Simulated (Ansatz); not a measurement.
The reference is TiN in the rock salt structure (space group Fm-3m, No. 225; a = 4.2045 Å; relaxed with 0.1 eV smearing). Axes: x, y, z lie along the cube axes.

All numbers come from plane-wave PAW DFT at the PBEsol level (Ansatz, a program for electronic structure, 420 eV), scalar-relativistic without spin-orbit coupling.

Base values:

```
Item                            Result
-----------------------------  -------
Shortest interatomic distance  2.102 Å
```

Now apply this change: a pure shear with ε_xz = ε_zx = -0.0138; the atoms relax in the strained cell.

Task: What happens to the energy relative to the base, stress and shortest interatomic distance?

Result: The energy grows by 3.8 meV/atom; the stress (xx, yy, zz, yz, xz, xy; compression positive) is (0.1, -0.1, 0.1, 0.0, 4.7, 0.0) GPa; the shortest interatomic distance stays 2.102 Å.

Stability against distortions was not tested. The base started in Pnma and relaxed to Fm-3m at this level. The final runs are not spin-polarised. An odd electron count without spin: TiN.
